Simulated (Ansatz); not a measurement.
Band structure of SiC (P6_3mc, 8 atoms in the cell).

```
CELL_PARAMETERS angstrom
      3.02814     0.00000     0.00000
     -1.51407     2.62245     0.00000
      0.00000     0.00000     9.91336
ATOMIC_POSITIONS crystal
  Si 0.00000 0.00000 0.00000
  Si 0.00000 0.00000 0.50000
  Si 0.66667 0.33333 0.75018
  Si 0.33333 0.66667 0.25018
  C  0.00000 0.00000 0.81216
  C  0.00000 0.00000 0.31216
  C  0.66667 0.33333 0.56329
  C  0.33333 0.66667 0.06329
```

Method of the run: PBE, PAW files (plane waves; Ansatz, a quantum-chemistry and plane-wave program).

Settings: kpoints.mp_grid.grid = 12 12 4; hamiltonian.xc = pbe; hamiltonian.pseudopotentials = {kind: paw} (an earlier, softer set of the program's PAW files); scf.occupations.method = gaussian; scf.occupations.width = 0.0147 Ry; kpoints.band_path.npoints = 8.

The starting cell was generated: these elements placed on a structure prototype, without a prior relaxation; it need not be a known phase or ordering of this composition. Its lattice was rescaled by a random factor within 2.5 % of one.

Problem. Predict the gap along the standard path and the places of the band edges.

Solution. The gap along the path is 2.21 eV, from Γ to M; the smallest direct gap on it is 3.35 eV.

Levels in eV from the top of the valence band on the path, bands 13 to 20:
```tsv
point	13	14	15	16	17	18	19	20
Γ	-0.57	-0.09	0.00	0.00	5.50	6.07	6.74	6.81
M	-2.40	-2.28	-1.65	-1.14	2.21	2.38	4.37	5.02
K	-4.16	-3.01	-3.01	-1.70	3.95	3.95	5.41	5.76
A	-0.21	-0.21	-0.21	-0.21	5.71	5.71	7.19	7.19
L	-2.60	-2.60	-1.59	-1.59	2.65	2.65	4.33	4.33
H	-2.83	-2.83	-2.56	-2.56	3.22	3.22	6.85	6.85
```

Keys are those of Ansatz 0.2.
